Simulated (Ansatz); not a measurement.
**GeP3, pressure series**

Consider GeP₃ (space group R-3m, No. 166; a = 7.046 Å, c = 9.479 Å (hexagonal axes)).

Cell and atoms are relaxed at each pressure.

Computed with PBEsol (Ansatz, a program for electronic structure, PAW, spin-orbit coupling left out).

Notes on the quantities. enthalpy: H = E + PV relative to the base's energy.

```csv
change,enthalpy,lattice parameter a,c/a ratio
base,–,7.046 Å,1.345
pressure 0.3 GPa,+0.03 eV/atom,7.042 Å,1.339
pressure 0.7 GPa,+0.07 eV/atom,7.035 Å,1.333
pressure 1.5 GPa,+0.16 eV/atom,7.020 Å,1.323
pressure 3 GPa,+0.31 eV/atom,7.006 Å,1.292
pressure 5 GPa,+0.51 eV/atom,6.971 Å,1.276
pressure 7.5 GPa,+0.75 eV/atom,6.928 Å,1.264
```

Load acts through the strain it causes; cell and atoms are relaxed under it. Whether these cells are dynamically stable was not tested. No other phases were tried under pressure. The final runs are not spin-polarised.
